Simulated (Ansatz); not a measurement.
System: Cu₃Sb (model structure, P6/mmm, No. 191, 4 atoms in the cell). Method: LDA (PAW; Ansatz, a quantum-chemistry and plane-wave program).

Numerical settings: plane-wave cutoff 520 eV, 18×18×12 k mesh (along the axes of the cell as run), Fermi–Dirac smearing 0.05 eV, no spin polarisation, scalar-relativistic PAW data made under PBE.

Cell (relaxed at this level):

```cif
data_Cu3Sb
_chemical_formula_sum 'Sb1 Cu3'
_space_group_name_H-M_alt 'P6/mmm'
_space_group_IT_number 191
_space_group_name_Hall '-P 6 2'
_cell_length_a 4.39061
_cell_length_b 4.39061
_cell_length_c 4.79476
_cell_angle_alpha 90.000
_cell_angle_beta 90.000
_cell_angle_gamma 120.000
loop_
_atom_site_label
_atom_site_type_symbol
_atom_site_symmetry_multiplicity
_atom_site_Wyckoff_symbol
_atom_site_fract_x
_atom_site_fract_y
_atom_site_fract_z
_atom_site_occupancy
Sb1 Sb 1 a 0.00000 0.00000 0.00000 1
Cu1 Cu 1 b 0.00000 0.00000 0.50000 1
Cu2 Cu 2 c 0.33333 0.66667 0.00000 1
```

Problem. Give the computed bulk modulus B0.

Solution. 
- bulk modulus B0: 77.1 GPa

Note: the bulk modulus is −V dP/dV from two relaxed cells at ±2 % in volume; the relaxation could raise the start's symmetry but not lower it, so the cell can be a saddle point.

Spin–orbit coupling is not included; it can open a gap where bands touch, and shift volumes and moduli.

Static lattice: no zero-point or thermal effects.

The result took about 9 core-minutes (a rough figure).

A model structure was made by putting elements into a prototype or built by hand; it is no filed structure, need not be a known phase, and can be a saddle point held by its symmetry.
